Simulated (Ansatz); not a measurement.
Where the default PAW files enter, the runs use the earlier of Ansatz's two default sets.

Tunnelling through a barrier is set by its complex band structure: the current falls as exp(−2κd) with the smallest κ.

Given:

```
BaO
1.0
    3.94621     0.00000     0.00000
   -1.97310     3.41752     0.00000
    1.97310     1.13917     3.22206
Ba O
1 1
Cartesian
  0.00000   0.00000   0.00000
  0.00000   2.27834   1.61103
```

Space group of this cell: Fm-3m, rock salt. The cell is taken as given; by PBEsol its mean pressure is -3.4 GPa.

Transport runs along the normal of the first two printed cell vectors, the (111) plane of the conventional cell.

No gap correction and no spin-orbit coupling; mid-gap values are interpolated between computed energies.

Question: Predict the band gap and the smallest decay constant κ at mid-gap from PBEsol (Ansatz, an electronic-structure program).

Answer: Gap 2.01 eV on a 12×12×12 mesh; κ = 0.317 1/Å, at the zone centre.
